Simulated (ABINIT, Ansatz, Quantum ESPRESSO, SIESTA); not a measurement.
# Code comparison for GaTc (P-6m2, 2 atoms in the cell)

Self-consistent single point.

```yaml
crystal:
  lattice:
    - [2.83371, 0.00000, 0.00000]
    - [-1.41686, 2.45407, 0.00000]
    - [0.00000, 0.00000, 4.04042]
  atoms:
    - { symbol: Ga, position: [0.66667, 0.33333, 0.50000] }
    - { symbol: Tc, position: [0.33333, 0.66667, 0.00000] }
```

All programs got the same cell, k-point mesh and kind of occupations (in Ansatz's words: kpoints.mp_grid.grid = 11 11 7; scf.occupations.method = fermi_dirac; scf.occupations.width = 0.136 eV); potentials, basis and cutoffs are each program's usual ones.

| code | model | pressure (GPa) | k-points | cutoff |
|---|---|---|---|---|
| SIESTA | GGA PBEsol, numerical atomic orbitals DZP, PseudoDojo PBEsol standard norm-conserving potentials (rewritten from UPF to PSML) | 5.78 | 424 | grid 400 Ry |
| Ansatz | PBEsol, PAW files | 3.34 | 64 | default |
| ABINIT | PBEsol, PAW (JTH v2.0 PBE PAW, files made for PBE) | 3.44 | 64 | 20 Ha |
| Quantum ESPRESSO | PBEsol, PseudoDojo standard norm-conserving (PBESOL) pseudopotentials | 3.69 | 64 | 85 Ry |

The spread over the programs that give each value: pressure within 2.44 GPa.

The starting cell comes from a database of computed structures (which also holds hypothetical and non-ambient phases and stackings), without a prior relaxation at this level. Its lattice was rescaled by a random factor within 2.5 % of one. On Ansatz's run: Spin polarisation is off. In the base run, with a pressure of about 3 GPa the cell is away from its equilibrium volume at this level.

Q: Why do the programs differ, and what cannot be compared?

A: Differences of this kind can come from the potentials, where these differ, and from what each basis and cutoff leave unconverged. The zero of total energies and Fermi levels follows the potentials and each program's conventions, so they are not compared here. SIESTA uses small atom-centred bases, whose incompleteness enters pressures, forces and empty levels differently from a plane-wave cutoff. Ansatz's pressure is given at a fixed set of plane waves, as the other plane-wave codes print theirs. The programs reduce the same mesh by symmetry to different extents, which changes the work and not the result. In the pressure, SIESTA (by 2.34) lies more than 1 GPa from the median of the plane-wave programs.

Left out of this page: Elk and FLEUR (not drawn, or without a comparable value).

Ansatz is a program for electronic structure.

Keys are those of Ansatz 0.2.
